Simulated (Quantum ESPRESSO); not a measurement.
Worked example: self-consistent single point of TbGe2Co2 (I4/mmm, 5 atoms in the cell) in Quantum ESPRESSO.

Method of the run: LDA (PZ), SSSP 1.1.2 efficiency (PBE) pseudopotentials (plane waves; Quantum ESPRESSO).

```xyz
5
Lattice="1.9895 -1.9895 5.0515 1.9895 1.9895 5.0515 -1.9895 -1.9895 5.0515" Properties=species:S:1:pos:R:3 pbc="T T T"
Tb     0.0000     0.0000     0.0000
Ge     0.0000     0.0000     3.7634
Ge     0.0000     0.0000     6.3396
Co    -1.9895     0.0000     2.5257
Co     0.0000     1.9895     2.5257
```
Moments meant for the start (each program seeds them in its own way; μB, in the order of the atoms Tb Ge Ge Co Co): 6.0 0.0 0.0 3.0 3.0.

Reference input (self-consistent single point, DFT, LDA (PZ), plane waves, SSSP 1.1.2 efficiency (PBE) pseudopotentials): ecutwfc = 50 Ry; ecutrho = 400 Ry; occupations = smearing; smearing = methfessel-paxton; degauss = 0.019992 Ry; nspin = 2; input_dft = pz; potentials = {Tb: Tb.GGA-PBE-paw-v1.0.UPF, Ge: ge_pbe_v1.4.uspp.F.UPF, Co: Co_pbe_v1.2.uspp.F.UPF}; K_POINTS = automatic 5 5 5 1 1 1; conv_thr = 1e-11 Ry; mixing_beta = 0.3. This run's input differs from it in these lines:

```diff
@@ -39,3 +39,3 @@
 K_POINTS {automatic}
-5 5 5  1 1 1
+2 2 2  1 1 1
```

Output (repeated stretches shortened):

```
     Self-consistent Calculation

     iteration #  1     ecut=    50.00 Ry     beta= 0.30

     total energy              =   -1733.87252411 Ry
     estimated scf accuracy    <       5.94401571 Ry

     total magnetization       =     9.55 Bohr mag/cell
     absolute magnetization    =    10.24 Bohr mag/cell

     iteration #  2     ecut=    50.00 Ry     beta= 0.30

     total energy              =   -1731.95759822 Ry
     estimated scf accuracy    <      24.60499167 Ry

     total magnetization       =     3.49 Bohr mag/cell
     absolute magnetization    =     4.82 Bohr mag/cell

     iteration #  3     ecut=    50.00 Ry     beta= 0.30

   [... lines left out ...]

   [... 95 blocks of this kind left out ...]

     iteration # 99     ecut=    50.00 Ry     beta= 0.30

     total energy              =   -1735.35901999 Ry
     estimated scf accuracy    <       0.00000112 Ry

     total magnetization       =     5.99 Bohr mag/cell
     absolute magnetization    =     6.07 Bohr mag/cell

     iteration #100     ecut=    50.00 Ry     beta= 0.30

     total energy              =   -1735.35911113 Ry
     estimated scf accuracy    <       0.00000461 Ry

     total magnetization       =     6.09 Bohr mag/cell
     absolute magnetization    =     6.17 Bohr mag/cell
     End of self-consistent calculation

     convergence NOT achieved after 100 iterations: stopping

   JOB DONE.
```

The run ended unconverged after 100 iterations. 

The starting cell comes from a database of published, mostly measured structures (it also holds non-ambient and calculated ones), without a prior relaxation at this level.

Cost on one core of a shared machine: roughly 20 min.
